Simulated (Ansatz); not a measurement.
C on the 1x1 (110) surface of bcc Mo, one in a 1x1 cell, energies for each (7.1 Å²). Energies are against an atom of graphite, without zero-point or thermal terms; each row is named by its start.

All values below come from PBE (plane waves to 420 eV, PAW; Ansatz, a first-principles code).

Set-up: 5 atoms, 6.5 Å thick at the start under the adsorbate (thin: gaps and levels are the slab's own); mesh 12x12x1; 0.1 eV smearing; dipole correction on; 2 atoms held, the rest relaxed; each run with such symmetry as its start has; spin where the adsorbate may keep a moment, no spin-orbit, no U, no dispersion correction.

A negative adsorption energy means that the adsorbate is more stable on the surface than in its reference. Heights count from the host atoms within 0.3 Å of the top one.

```json
[
 {"starting site": "top Mo", "E_ads (eV)": "3.87", "height (Å)": "1.91", "nearest host atom (Å)": "Mo 1.91", "bonded to": "Mo", "Δ work function (eV)": "2.58", "lateral drift (Å)": "0.0", "moment (μB)": "0.0"},
 {"starting site": "hollow Mo-Mo-Mo", "E_ads (eV)": "1.41", "height (Å)": "1.02", "nearest host atom (Å)": "Mo 1.96", "bonded to": "3 Mo", "Δ work function (eV)": "1.27", "lateral drift (Å)": "0.0", "moment (μB)": "–"},
 {"starting site": "bridge Mo-Mo (span 2.7 Å)", "E_ads (eV)": "2.17", "height (Å)": "1.32", "nearest host atom (Å)": "Mo 1.90", "bonded to": "2 Mo", "Δ work function (eV)": "1.73", "lateral drift (Å)": "0.0", "moment (μB)": "–"},
 {"starting site": "bridge Mo-Mo (span 3.2 Å)", "E_ads (eV)": "1.63", "height (Å)": "1.12", "nearest host atom (Å)": "Mo 1.94", "bonded to": "4 Mo", "Δ work function (eV)": "1.79", "lateral drift (Å)": "0.0", "moment (μB)": "–"}
]
```
